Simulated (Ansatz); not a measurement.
Here is the system:

```yaml
crystal:
  lattice:
    - [-1.93524, 1.93524, 4.34016]
    - [1.93524, -1.93524, 4.34016]
    - [1.93524, 1.93524, -4.34016]
  atoms:
    - { symbol: Al, position: [0.50000, 0.50000, 0.00000] }
    - { symbol: Al, position: [0.75000, 0.25000, 0.50000] }
    - { symbol: Al, position: [0.25000, 0.75000, 0.50000] }
    - { symbol: Ti, position: [0.00000, 0.00000, 0.00000] }
```

No spin polarisation.

A single point on TiAl3 with a change (pressure −2 GPa), its geometry relaxed with PBE.

The values are results of DFT with r2SCAN, PAW potentials and a 500 eV plane-wave cutoff in Ansatz (a first-principles code), no SOC, not measurements. k-mesh 17×17×17 (Γ-centred); smearing 0.05 eV (Fermi–Dirac).

Predict the band gap and pressure.


```json
{
 "band_gap": "zero",
 "pressure": "-4.1 GPa"
}
```

Single points use the geometry relaxed with PBE. Load acts through the strain it causes; cell and atoms are relaxed under it. Whether these cells are dynamically stable was not tested. All final runs are without spin polarisation. The cell was made from TiAl3 (space group I4/mmm, No. 139) by this change: pressure −2 GPa.
